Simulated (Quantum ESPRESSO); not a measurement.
Density of states of Al3H (Fm-3m, 4 atoms in the cell).

```
Al3H
1.0
   -3.05886     0.00000     3.05886
    0.00000     3.05886     3.05886
   -3.05886     3.05886     0.00000
Al H
3 1
Cartesian
 -4.58829   4.58829   4.58829
 -1.52943   1.52943   1.52943
 -3.05886   3.05886   3.05886
  0.00000   0.00000   0.00000
```

Method: PBEsol, GBRV 1.5 ultrasoft (PBESOL) pseudopotentials (plane waves; Quantum ESPRESSO).

SCF settings: ecutwfc = 40 Ry; ecutrho = 200 Ry; occupations = smearing; smearing = mp; degauss = 0.0147 Ry; potentials = {Al: al_pbesol_v1.uspp.F.UPF, H: h_pbesol_v1.4.uspp.F.UPF}; K_POINTS = automatic 9 9 9 0 0 0; conv_thr = 1e-10 Ry. Keys of the DOS step: nscf.calculation = nscf; nscf.verbosity = high; nscf.occupations = tetrahedra_opt; nscf.nbnd = 13; nscf.startingwfc = random; nscf.diago_thr_init = 1e-06; nscf.diagonalization = cg; dos.x.fildos = dos.dat; dos.x.Emin = -15 eV; dos.x.Emax = 30 eV; dos.x.DeltaE = 0.1 eV.

The starting cell comes from a database of computed structures (which also holds hypothetical and non-ambient phases and stackings), without a prior relaxation at this level. Its lattice was rescaled by a random factor within 2.5 % of one.

Total DOS (both spins), as means of the tabulated values in each energy bin; the zero is the program's Fermi level or highest filled level, and the curve is cut to this window:

(E (eV), states/eV/cell): (-7.80, 0.70); (-7.40, 0.69); (-7.00, 0.68); (-6.60, 0.83); (-6.20, 0.76); (-5.80, 0.95); (-5.40, 1.03); (-5.00, 0.92); (-4.60, 0.97); (-4.20, 1.10); (-3.80, 1.10); (-3.40, 1.11); (-3.00, 1.09); (-2.60, 1.30); (-2.20, 1.27); (-1.80, 1.36); (-1.40, 1.38); (-1.00, 1.68); (-0.60, 1.82); (-0.20, 1.83); (0.20, 1.02); (0.60, 0.58); (1.00, 1.16); (1.40, 2.10); (1.80, 1.58); (2.20, 1.36); (2.60, 1.50)

Around zero the curve holds about 1.5 states/eV/cell.
